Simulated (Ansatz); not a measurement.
Take WC (space group Pm-3m, No. 221; a hypothetical phase, not in the database extracts checked) as the base.

```yaml
crystal:
  lattice:
    - [4.18498, 0.00000, 0.00000]
    - [0.00000, 4.18498, 0.00000]
    - [0.00000, 0.00000, 4.18498]
  atoms:
    - { symbol: W, position: [0.00000, 0.50000, 0.50000] }
    - { symbol: W, position: [0.50000, 0.00000, 0.50000] }
    - { symbol: W, position: [0.50000, 0.50000, 0.00000] }
    - { symbol: C, position: [0.50000, 0.00000, 0.00000] }
    - { symbol: C, position: [0.00000, 0.50000, 0.00000] }
    - { symbol: C, position: [0.00000, 0.00000, 0.50000] }
```

Levels (all Ansatz, a first-principles code, PAW): PBEsol (420 eV, spin-orbit coupling left out); r2SCAN (500 eV, scalar-relativistic without spin-orbit coupling).

The geometry is relaxed with PBEsol.

| Quantity | Result |
|---|---|
| PBEsol pressure | 0.0 GPa |

With r2SCAN at the same geometry, the pressure goes from zero to 4.2 GPa.

Single points use the geometry relaxed with PBEsol. Their cutoffs differ, which shifts pressures a little. Stability against distortions was not tested. The final runs are not spin-polarised.
